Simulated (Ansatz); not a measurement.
## BP: response to strain

The reference is BP in the zinc blende structure (space group F-43m, No. 216; a = 4.491 Å). Axes: x, y, z lie along the cube axes.

Strains are applied to the cell and any free atomic positions relax.

Computed with LDA in Ansatz (plane waves to 420 eV, PAW, no spin-orbit coupling).

Notes on the quantities. energy relative to the base: free energy F.

```csv
variant,energy relative to the base,volume per atom,band gap,smallest direct gap
base,0 meV/atom,11.32 Å³,1.14 eV,3.43 eV
tensor shear ε_xy = +2.00 %,+11 meV/atom,11.31 Å³,0.73 eV,2.90 eV
tensor shear ε_xy = +1.71 %,+8.0 meV/atom,11.32 Å³,0.82 eV,2.98 eV
tensor shear ε_xy = +0.57 %,+0.9 meV/atom,11.32 Å³,…,3.28 eV
tensor shear ε_xy = +0.86 %,+2.0 meV/atom,11.32 Å³,1.03 eV,3.20 eV
tensor shear ε_xy = +1.43 %,+5.6 meV/atom,11.32 Å³,0.90 eV,3.05 eV
tensor shear ε_xy = +1.14 %,+3.6 meV/atom,11.32 Å³,0.97 eV,…
tensor shear ε_xy = +0.29 %,+0.2 meV/atom,11.32 Å³,1.12 eV,3.35 eV
```

### Question
Complete the table.

### Answer

- tensor shear ε_xy = +0.57 %, band gap: 1.09 eV
- tensor shear ε_xy = +1.14 %, smallest direct gap: 3.13 eV

Stability against distortions was not tested.

Ansatz is a first-principles code.
